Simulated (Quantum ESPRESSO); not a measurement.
## Effort and miss along a sweep of conv_thr: PtPb₂ (I4/mcm, 6 atoms in the cell)

```yaml
crystal:
  lattice:
    - [-3.51089, 3.51089, 2.90599]
    - [3.51089, -3.51089, 2.90599]
    - [3.51089, 3.51089, -2.90599]
  atoms:
    - { symbol: Pt, position: [0.75000, 0.75000, 0.00000] }
    - { symbol: Pt, position: [0.25000, 0.25000, 0.00000] }
    - { symbol: Pb, position: [0.16066, 0.66066, 0.82132] }
    - { symbol: Pb, position: [0.83934, 0.33934, 0.17868] }
    - { symbol: Pb, position: [0.66066, 0.83934, 0.50000] }
    - { symbol: Pb, position: [0.33934, 0.16066, 0.50000] }
```

Level of theory: LDA (PZ), GBRV 1.5 ultrasoft (LDA) pseudopotentials (plane waves; Quantum ESPRESSO 7.5).

Base settings: ecutwfc = 40 Ry; ecutrho = 320 Ry; occupations = smearing; smearing = marzari-vanderbilt; degauss = 0.0073499 Ry; potentials = {Pt: pt_lda_v1.4.uspp.F.UPF, Pb: pb_lda_v1.uspp.F.UPF}; K_POINTS = automatic 4 4 4 1 1 1; conv_thr = 1e-09 Ry; mixing_beta = 0.7.

Misses are taken against the tightest run, 7.3e-14 Ry, which need not be fully converged itself.

The count of work is k-points × plane waves × bands × iterations; it is no time, and leaves out set-up, grids and terms that scale otherwise. Core times come from one kind of shared machine and are given to one figure; runs under 30 s give none.

The starting cell comes from a database of computed structures (which also holds hypothetical and non-ambient phases and stackings), without a prior relaxation at this level. Spin polarisation is off. In the base run, with a pressure of about -5 GPa the cell is away from its equilibrium volume at this level.

The runs (conv_thr): 0.0073 Ry | 0.00073 Ry | 7.3e-05 Ry | 7.3e-06 Ry | 7.3e-07 Ry | 7.3e-08 Ry | 1e-09 Ry | 7.3e-10 Ry | 7.3e-12 Ry | 7.3e-14 Ry.

Q: Which is the coarsest setting among those run that, with all tighter ones, holds the pressure within 2 GPa of the reference, and what does it save?

A: 0.00073 Ry, off by 0.52 GPa; it needs 0.40 of the reference's count of work and about 0.4 of the reference's time.

Q: Which is the coarsest setting among those run that, with all tighter ones, holds the pressure within 0.05 GPa of the reference, and what does it save?

A: 7.3e-07 Ry, off by 0.001 GPa; its saving against the reference is no more than about a factor of 2 in the count of work.

Q: What does the step from 0.0073 Ry to 7.3e-12 Ry buy?

A: It takes the miss in the pressure from 3.4 to 0.000 GPa, for 2.6 times the count of work and roughly 2 times the time.

```tsv
conv_thr	pressure less reference (GPa)	largest difference in the force on any atom (eV/Å)	count of work / reference	core time / reference (rough)
0.0073 Ry	-3.41	0.390	0.33	0.4
0.00073 Ry	0.52	0.037	0.40	0.4
7.3e-05 Ry	0.52	0.037	0.40	0.4
7.3e-06 Ry	-0.08	0.012	0.47	0.6
7.3e-07 Ry	0.00	0.004	0.53	0.5
7.3e-08 Ry	0.00	0.001	0.60	0.7
1e-09 Ry	0.00	0.000	0.73	0.8
7.3e-10 Ry	0.00	0.000	0.73	0.8
7.3e-12 Ry	0.00	0.000	0.87	0.9
7.3e-14 Ry	0.00	0.000	1.0	1
```
